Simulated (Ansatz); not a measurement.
Levels about the gap of amorphous Ti₂₀O₄₂Ru (63 atoms in a cell of 774 Å³, 3.71 g/cm³; zone centre alone, so wide bands show as single levels with stretches between that a denser mesh fills), at the geometry that PBE relaxed, where it gives -0.4 GPa on a denser mesh. The participation number counts the atoms over which a state spreads; weights are charges in smoothed Voronoi cells. The levels come from a single point, so bond lengths are those of that geometry. Method of the levels: PBE, scalar-relativistic without spin-orbit coupling (Ansatz, a first-principles code). Sampling: the zone centre alone; Fermi-Dirac width 0.01 eV; collinear spin, started from moments on atoms; no Hubbard U, moments started parallel, and no other order was tried (at the end a net moment of 2.0 μB). In the spin-polarised cell the level spacing at the Fermi energy can part levels of unlike spin. At PBE the levels at both edges of the gap are localised (band-tail or defect states), and the nearest spread-out levels lie 2.7 eV apart at the zone centre.

Preparation: random packing, a CHGNet melt and quench, and a DFT relaxation. O atoms were pushed apart under 1.9 Å during the dynamics, to hinder bonds among them. The hot cell started wider than the set density and was brought back towards it in steps. It is the lowest in DFT energy of 2 quenches. It is a model cell: composition and starting density were chosen by hand, and all elements were melted together. No dispersion term was used. Its density started from a set value of 3.71 and ended at 3.71 g/cm³. The quench (nominally 300 K/ps over its main leg) was far faster than any real one, so the model tends to hold more defects than a real film. Values belong to this one cell and scatter from quench to quench. The volume was held where the preparation left it, at a PBE pressure of -0.4 GPa (tension). Stress components on the final sampling reach 2.3 GPa.

| E - E(highest filled), eV | filling | spin | participation number | largest on | weight O | weight Ti | weight Ru |
|---|---|---|---|---|---|---|---|
| -1.51 | filled | dn | 21.7 | O, 2 neighbours | 0.93 | 0.06 | 0.01 |
| -1.43 | filled | up | 10.1 | O, 2 neighbours | 0.92 | 0.07 | 0.01 |
| -1.41 | filled | dn | 10.6 | O, 2 neighbours | 0.93 | 0.07 | 0.00 |
| -0.71 | filled | up | 4.0 | Ru, 6 neighbours | 0.45 | 0.08 | 0.47 |
| -0.59 | filled | up | 4.0 | Ru, 6 neighbours | 0.46 | 0.07 | 0.47 |
| -0.47 | filled | up | 2.8 | Ru, 6 neighbours | 0.32 | 0.10 | 0.58 |
| 0.00 | filled | dn | 2.5 | Ru, 6 neighbours | 0.27 | 0.12 | 0.62 |
| 0.42 | empty | dn | 2.9 | Ru, 6 neighbours | 0.29 | 0.14 | 0.57 |
| 0.50 | empty | dn | 3.1 | Ru, 6 neighbours | 0.32 | 0.12 | 0.56 |
| 1.21 | empty | up | 13.0 | Ti, 5 neighbours | 0.19 | 0.78 | 0.03 |
| 1.24 | empty | dn | 11.7 | Ti, 5 neighbours | 0.18 | 0.80 | 0.01 |
| 1.32 | empty | up | 18.5 | Ti, 6 neighbours | 0.18 | 0.79 | 0.03 |
| 1.35 | empty | dn | 17.4 | Ti, 6 neighbours | 0.18 | 0.80 | 0.01 |
| 1.39 | empty | up | 12.9 | Ti, 5 neighbours | 0.18 | 0.80 | 0.02 |

Most localised among these is the filled level at +0.00 eV, on a Ru atom, which has 6 neighbours (O 1.93 Å, O 1.95 Å, O 1.96 Å, O 1.99 Å, O 2.07 Å, O 2.10 Å).
